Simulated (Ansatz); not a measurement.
Take BN (space group P6_3/mmc, No. 194; a = 2.5064 Å, c = 6.6147 Å; layered, stacked along the Cartesian z axis) as the base.

Level of theory: PBE-D3(BJ) (Ansatz, a quantum-chemistry and plane-wave program), spin-orbit coupling left out.

Strains are applied to the cell and any free atomic positions relax.

One change was made to it. Results:

| quantity | base | after |
|---|---|---|
| band gap | 4.24 eV | 4.30 eV |
| pressure (mean of the normal stresses, compression positive) | 0.00 GPa | 14.57 GPa |
| smallest direct gap | 4.64 eV | 4.77 eV |
| energy relative to the base (free energy F) | 0 meV/atom | +21 meV/atom |

Question: What was done to the base?
A) isotropic strain −3.00 %
B) isotropic strain −1.20 %
C) isotropic strain −2.40 %
D) isotropic strain −0.60 %
E) isotropic strain −1.80 %

Answer: E, isotropic strain −1.80 %. For comparison, the energy relative to the base in the other runs: isotropic strain −0.60 % gives +2.2 meV/atom; isotropic strain −3.00 % gives +60 meV/atom; isotropic strain −2.40 % gives +38 meV/atom; isotropic strain −1.20 % gives +9.1 meV/atom.

Stability against distortions was not tested.
